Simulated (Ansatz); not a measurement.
Results of r²SCAN+SOC (PAW; Ansatz, a program for electronic structure) for WInN3 (model structure, started from the LiNbO3 type, R3c, No. 161, 10 atoms in the cell).

Input:

Ansatz 0.2 input:
```yaml
crystal:
  lattice:
    - [2.6809177336, 1.5478284112, 4.8053893383]
    - [-2.6809177336, 1.5478284112, 4.8053893383]
    - [0.0, -3.0956573143, 4.8053891799]
  atoms:
    - { symbol: In, position: [0.7225262957, 0.7225262957, 0.7225262957] }
    - { symbol: In, position: [0.2225262957, 0.2225262957, 0.2225262957] }
    - { symbol: W, position: [-0.0043513992, -0.0043513992, -0.0043513992] }
    - { symbol: W, position: [0.4956486008, 0.4956486008, 0.4956486008] }
    - { symbol: N, position: [0.2745097759, 0.6571152767, 0.8831000509] }
    - { symbol: N, position: [0.6571152767, 0.8831000509, 0.2745097759] }
    - { symbol: N, position: [0.8831000509, 0.2745097759, 0.6571152767] }
    - { symbol: N, position: [0.3831000509, 0.1571152767, 0.7745097759] }
    - { symbol: N, position: [0.7745097759, 0.3831000509, 0.1571152767] }
    - { symbol: N, position: [0.1571152767, 0.7745097759, 0.3831000509] }
basis:
  ecutwfc: 560
  ecutrho_ratio: 4
  xc_grid: 3
kpoints:
  mp_grid: { grid: [6, 6, 6] }
hamiltonian:
  xc: r2scan
  dispersion: none
  pseudopotentials: { kind: paw }
scf:
  occupations: { method: fermi_dirac, width: 0.01 }
  convergence: { dr2_threshold: 0.000000001 }
output:
  forces: true
  stress: true
  eigenvalues: true
magnetization:
  noncollinear: true
  spin_orbit: true
```

Q: How many irreducible k-points, plane waves at Γ does the program set up, and what pressure does the run end with?

A: 32 irreducible k-points, 3577 plane waves at Γ; P = 0.95 GPa, so the cell is compressed on average and its volume would grow at this level.

Excerpt of the program's output:

```
Crystal: 10 atoms, lattice volume = 119.643 Å³
Basis set: ecut = 560 eV, 3577 PW (Γ), exchange–correlation on 135×135×135 points (27 copies of the dense FFT grid, shifted against one another)
Bands: 104, of which v1, the nominal top of the filled ones, is band 84 counted from 1 (83 counted from 0)
Symmetry: 6 space group operations + 6 with time reversal
k-points: 32 of 216 (time reversal used)
Initial density: superposition of atomic densities (chi_scale 0.1, normalization cell, long waves kept (reshape's long-wave potential 0.01 eV rms))
Functional: x = r2scan, c = r2scan; τ floored in thin density (d = 2e-4 eV/Å³)
spin=Noncollinear: Resta preconditioning applied to the charge; magnetization (m_x, m_y, m_z) channels mix plain (no charge-response kernel on spin).
SCF 1 converged in 11 iterations: F = -34261.086089 eV  dr2 = 4.41e-11
SCF converged after 11 iterations
Free energy (F): -34261.086089 eV
Internal energy: -34261.086089 eV  (E = F + TS)
E sigma→0 (E₀):  -34261.086089 eV
Fermi energy:    13.482386 eV
--- Forces (eV/Å), atoms counted from 1 ---
  atom   1  In    -0.00000000     0.00000000    -0.01623401
  atom   2  In     0.00000000     0.00000000    -0.01623401
  atom   3  W      0.00000000     0.00000001    -0.42505857
  atom   4  W      0.00000000     0.00000001    -0.42505857
  atom   5  N     -0.14003952    -0.06350526     0.14709881
  atom   6  N      0.01502259     0.15303041     0.14709882
  atom   7  N      0.12501693    -0.08952516     0.14709881
  atom   8  N     -0.01502259     0.15303041     0.14709882
  atom   9  N     -0.12501693    -0.08952516     0.14709881
  atom  10  N      0.14003952    -0.06350526     0.14709881
--- Stress (GPa, compression-positive) ---
        0.768503       0.000000       0.000000
        0.000000       0.768503      -0.000000
        0.000000      -0.000000       1.317579
  P = ⅓ Tr σ = 0.9515 GPa (9.515 kbar)
```

The PAW data were made under PBE.

Note: the relaxation could raise the start's symmetry but not lower it, so the cell can be a saddle point. Note: cell and atoms aren't relaxed at this level (largest force component 0.43 eV/Å, pressure 1.0 GPa).

A model structure was made by putting elements into a prototype or built by hand; it is no filed structure, need not be a known phase, and can be a saddle point held by its symmetry.
